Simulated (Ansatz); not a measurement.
Abridged Ansatz (a program for electronic structure) output:

```
Pseudopotential: Na, paw, valence charge 9
Crystal: 1 atoms, lattice volume = 37.628 Å³
Basis set: ecut = 500 eV, 959 PW (Γ), exchange–correlation on 108×108×108 points (64 copies of the dense FFT grid, shifted against one another)
Bands: 9, of which v1, the nominal top of the filled ones, is band 5 counted from 1 (4 counted from 0)
Symmetry: 48 space group operations
k-points: 145 of 4096
Functional: x = r2scan, c = r2scan; τ floored in thin density (d = 2e-4 eV/Å³)
SCF iter   1: F=—  HF=-1488.621731 eV  |F-HF|=—  |Δ(HF+E_count)|=         —  Δρ=7.20e-3  dr2=8.66e-3  dr2_τ=1.20e-4  ethr=1.77e-3  ⟨swp⟩=5.6  Hψ=8693  notcnv=0
SCF iter   2: F=—  HF=-1488.616496 eV  |F-HF|=—  |Δ(HF+E_count)|=   5.24e-3  Δρ=2.35e-3  dr2=1.09e-3  dr2_τ=3.07e-4  ethr=9.62e-5  ⟨swp⟩=2.0  Hψ=3706  notcnv=0  defer=30
SCF 1 converged in 8 iterations: F = -1488.616854 eV  dr2 = 4.06e-12
SCF converged after 8 iterations
Free energy (F): -1488.616854 eV
Internal energy: -1488.613206 eV  (E = F + TS)
E sigma→0 (E₀):  -1488.615030 eV
Entropy (-TS):   -0.003648 eV (-3.648 meV/atom)
Fermi energy:    1.695880 eV
--- Forces (eV/Å), atoms counted from 1 ---
  atom   1  Na     0.00000000    -0.00000000    -0.00000000
--- Stress (GPa, compression-positive) ---
        0.007063      -0.000000       0.000000
        0.000000       0.007063      -0.000000
        0.000000       0.000000       0.007063
  P = ⅓ Tr σ = 0.0071 GPa (0.071 kbar)
```

Question: What was computed, and what are the main results?

Answer: Na, 1 atom in the cell, with Ansatz, r2SCAN, PAW, cutoff 500 eV, no SOC. The last SCF converged to F = -1488.616854 eV, or -1488.6169 eV per atom, at a pressure of 0.01 GPa. The total energy compares only with runs of the same code, potentials and settings.

Stability against distortions was not tested. The cell is Na in the bcc (W type) structure (space group Im-3m, No. 229).
